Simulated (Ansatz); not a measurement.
RuAl (model structure, within 0.1 Å of Pm-3m, No. 221, 4 atoms in the cell), treated with PBE (plane waves, PAW; Ansatz, a first-principles code).

Settings: plane-wave cutoff 520 eV, 14×20×12 k mesh (along the axes of the cell as run), Fermi–Dirac smearing 0.05 eV, no spin polarisation, scalar-relativistic PAW data made under PBE.

Cell (relaxed at this level):

```cif
data_Al2Ru2
_chemical_formula_sum 'Ru2 Al2'
_space_group_name_H-M_alt 'P 1'
_space_group_IT_number 1
_cell_length_a 4.24638
_cell_length_b 3.00484
_cell_length_c 4.24724
_cell_angle_alpha 90.000
_cell_angle_beta 90.000
_cell_angle_gamma 90.000
loop_
_space_group_symop_operation_xyz
  'x, y, z'
loop_
_atom_site_label
_atom_site_type_symbol
_atom_site_fract_x
_atom_site_fract_y
_atom_site_fract_z
_atom_site_occupancy
Ru1 Ru 0.25000 0.00000 0.75001 1
Ru2 Ru 0.75000 0.00000 0.24999 1
Al1 Al 0.25000 0.50000 0.25001 1
Al2 Al 0.75000 0.50000 0.74999 1
```

What does this level give for the bulk modulus?


- bulk modulus = 204 GPa

Note: the run has no spin polarisation, so it can have missed a magnetic state; the bulk modulus is −V dP/dV from two relaxed cells at ±2 % in volume.

Static lattice: no zero-point or thermal effects.

It cost very roughly 2.4 core-minutes of CPU time.

A model structure was made by putting elements into a prototype or built by hand; here it ended with the formula and space group of a phase in our tables.
